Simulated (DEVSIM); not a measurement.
abrupt Si n-p junction

Device: abrupt Si n-p junction, at 300 K.

```
layer (left to right)  material  thickness (μm)  Nd (cm⁻³)  Na (cm⁻³)  τn (s)  τp (s)
---------------------  --------  --------------  ---------  ---------  ------  ------
1                            Si            20.0     4.6e17          -  3.5e-5  3.5e-5
2                            Si          0.0700          -     2.1e14  3.5e-5  3.5e-5
```

Left contact: ohmic. Right contact: ohmic. Voltage is applied to the left contact. Recombination: SRH at mid-gap, radiative. Mobility is μmin + (μ − μmin)/(1 + (N/Nref)^α).

This is a model device: material constants are rounded textbook-type values typed into the input, and sizes, dopings and lifetimes were drawn at random. Values at 300 K.

```tsv
parameter	Si
gap (eV)	1.124
affinity (eV)	4.05
permittivity	11.7
Nc (cm⁻³)	2.86e19
Nv (cm⁻³)	3.1e19
μn (cm²/Vs)	1417
μp (cm²/Vs)	470
μn,min	52
μp,min	45
Nref,n	9.7e16
Nref,p	2.2e17
αn	0.68
αp	0.72
B (cm³/s)	4.7e-15
```

Model (solved in DEVSIM): 1D drift-diffusion, Boltzmann statistics, complete ionisation; no tunnelling, impact ionisation, image-force lowering or self-heating.

Potential step across the device at zero bias: 0.710 V
Largest field in the device at zero bias: 90000 V/cm
Dark forward voltage at 1 A/cm²: 0.310 V
Dark forward voltage at 100 A/cm²: 0.447 V

Dark forward current:

```tsv
V (V)	J (A/cm²)
-0.05	-6.1e-5
-0.10	-0.00045
-0.15	-0.0029
-0.20	-0.018
-0.25	-0.11
-0.30	-0.70
-0.35	-4.2
-0.40	-23
-0.45	-110
-0.50	-340
-0.55	-740
-0.60	-1200
-0.65	-1800
-0.70	-2400
```
